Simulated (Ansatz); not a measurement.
## MgS, pressure series

Base system: MgS in the rock salt structure (space group Fm-3m, No. 225; a = 5.230 Å).

Cell and atoms are relaxed at each pressure.

The values are results of PBE (Ansatz, a first-principles code), no spin-orbit coupling, not measurements.

Candidates:
(a) pressure −1 GPa
(b) pressure 10 GPa
(c) pressure 5 GPa

Base values:

| Property | Value |
|---|---|
| Band gap | 2.76 eV |

Question: Order them by band gap, highest first.

Answer: (b) pressure 10 GPa (2.98 eV), (c) pressure 5 GPa (2.88 eV), (a) pressure −1 GPa (2.73 eV)

Load acts through the strain it causes; cell and atoms are relaxed under it. Stability against distortions was not tested. Competing high-pressure phases were not computed. The base started in P3_121 and relaxed to Fm-3m at this level.
